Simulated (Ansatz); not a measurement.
The reference is GaP in the zinc blende structure (space group F-43m, No. 216; a = 5.438 Å).

Now apply this change: a fraction x = 0.75 of the Ga sites is given to In, ordered in a cell of 8 atoms (starting symmetry Amm2) and fully relaxed.

The other end (x = 1) is InP in the zinc blende structure (space group F-43m, No. 216): 25.39 Å³/atom, gap 0.57 eV.

Levels (all Ansatz, a quantum-chemistry and plane-wave program, PAW): PBEsol (420 eV, scalar-relativistic without spin-orbit coupling); PBEsol+SOC (420 eV, with spin-orbit coupling).

The geometry is relaxed with PBEsol.

| Quantity | Value |
|---|---|
| PBEsol band gap | 0.54 eV |
| PBEsol pressure | 0.00 GPa |
| PBEsol gap character | direct at Γ |
| PBEsol width of the top valence band | 1.87 eV |

Predict the band gap, pressure, gap character and width of the top valence band from PBEsol+SOC.

The band gap decreases by 0.016 eV (0.54 eV → 0.53 eV); the pressure goes from zero to -0.07 GPa; the gap character (in this cell's own zone, which can be folded) stays direct at Γ; the width of the top valence band drops by 0.03 eV to 1.84 eV.

Single points use the geometry relaxed with PBEsol. Differences between runs with and without spin-orbit coupling are approximate. Each cell is one ordered arrangement of few atoms, which overstates ordering effects compared with a random alloy. Whether these cells are dynamically stable was not tested. k-point labels follow each cell's own Brillouin zone.
